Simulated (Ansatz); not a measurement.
Levels about the gap of amorphous Hf10Si10O31N6 (57 atoms in a cell of 835 Å³, 5.26 g/cm³; zone centre alone, so wide bands show as single levels with stretches between that a denser mesh fills), at the geometry that PBE relaxed, where it gives 0.0 GPa on a denser mesh. The participation number counts the atoms over which a state spreads; weights are charges in smoothed Voronoi cells. The levels come from a single point, so bond lengths are those of that geometry. Method of the levels: PBE, scalar-relativistic without spin-orbit coupling (Ansatz, an electronic-structure program). Sampling: the zone centre alone; Fermi-Dirac width 0.02 eV; no spin polarisation.

Preparation: random packing, a CHGNet melt and quench, and a DFT relaxation. O and N atoms were pushed apart under 1.9 Å during the dynamics, to hinder bonds among them. The hot cell started wider than the set density and was brought back towards it in steps. It is the lowest in DFT energy of 2 quenches. It is a model cell: composition and starting density were chosen by hand, and all elements were melted together. No dispersion term was used. Its density started from a set value of 5.52 and ended at 5.26 g/cm³. The quench (nominally 600 K/ps over its main leg) was far faster than any real one, so the model tends to hold more defects than a real film. Values belong to this one cell and scatter from quench to quench. Volume and shape were free in the relaxation.

```tsv
E - E(highest filled), eV	filling	participation number	largest on	weight O	weight N	weight Hf	weight Si
-0.97	filled	18.8	O, 2 neighbours	0.68	0.24	0.05	0.03
-0.86	filled	9.3	O, 2 neighbours	0.77	0.15	0.05	0.02
-0.55	filled	10.6	N, 3 neighbours	0.31	0.59	0.05	0.05
-0.51	filled	6.8	N, 3 neighbours	0.37	0.53	0.06	0.04
-0.47	filled	9.4	N, 3 neighbours	0.35	0.56	0.05	0.05
-0.22	filled	6.3	N, 3 neighbours	0.25	0.64	0.09	0.02
0.00	filled	6.5	N, 3 neighbours	0.18	0.72	0.05	0.04
3.53	empty	30.3	Hf, 6 neighbours	0.48	0.08	0.39	0.05
3.84	empty	16.4	Hf, 4 neighbours	0.25	0.11	0.60	0.04
3.91	empty	13.4	Hf, 5 neighbours	0.26	0.09	0.60	0.04
4.07	empty	13.2	Hf, 5 neighbours	0.31	0.06	0.56	0.06
4.12	empty	12.5	Hf, 6 neighbours	0.35	0.03	0.58	0.03
4.15	empty	13.1	Hf, 6 neighbours	0.32	0.04	0.61	0.03
4.21	empty	14.8	Hf, 5 neighbours	0.29	0.06	0.61	0.04
```

Most localised among these is the filled level at -0.22 eV, on a N atom, which has 3 neighbours (Hf 1.98 Å, Hf 2.03 Å, Hf 2.09 Å).
